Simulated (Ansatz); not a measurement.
Reference: BP (F-43m), PBEsol with spin-orbit coupling, rigid bands (plane waves, PAW; Ansatz, an electronic-structure program); geometry: cell and atoms relaxed with PBEsol.

```
BP
1.0
    0.00000     2.26010     2.26010
    2.26010     0.00000     2.26010
    2.26010     2.26010     0.00000
B P
1 1
Direct
  0.00000   0.00000   0.00000
  0.25000   0.25000   0.25000
```

| Item | Result |
|---|---|
| band gap | 1.10 eV |
| electron conductivity mass | 0.33 mₑ |
| hole conductivity mass | 0.42 mₑ |
| Seebeck coefficient, n-type 1e19 cm⁻³ | -336 μV/K |

Question: Swap B for Ga, keeping the structure type. How do these values move?

Answer: GaP (F-43m): volume per atom 11.5 to 20.1 Å³; band gap rises (1.10 eV to 1.43 eV); electron conductivity mass rises (0.33 mₑ to 0.35 mₑ); hole conductivity mass rises (0.42 mₑ to 0.48 mₑ); Seebeck coefficient, n-type 1e19 cm⁻³ stays about the same (-336 μV/K to -332 μV/K).

Question: Swap P for As, keeping the structure type. How do these values move?

Answer: BAs (F-43m): volume per atom 11.5 to 13.5 Å³; band gap falls (1.10 eV to 1.01 eV); electron conductivity mass falls (0.33 mₑ to 0.30 mₑ); hole conductivity mass falls (0.42 mₑ to 0.34 mₑ); Seebeck coefficient, n-type 1e19 cm⁻³ stays about the same (-336 μV/K to -322 μV/K).

Question: Replace B by Al on the same sites and relax. What happens?

Answer: AlP (F-43m): volume per atom 11.5 to 20.5 Å³; band gap rises (1.10 eV to 1.43 eV); electron conductivity mass stays about the same (0.33 mₑ to 0.33 mₑ); hole conductivity mass rises (0.42 mₑ to 0.68 mₑ); Seebeck coefficient, n-type 1e19 cm⁻³ falls in size (-336 μV/K to -263 μV/K).

Moves up to 5 % count as about the same. Masses are for dilute carriers at 300 K, harmonic means over directions unless an axis is named. Seebeck coefficients are for the stated density at 300 K, with one relaxation time for all states and whether or not that doping can be reached.
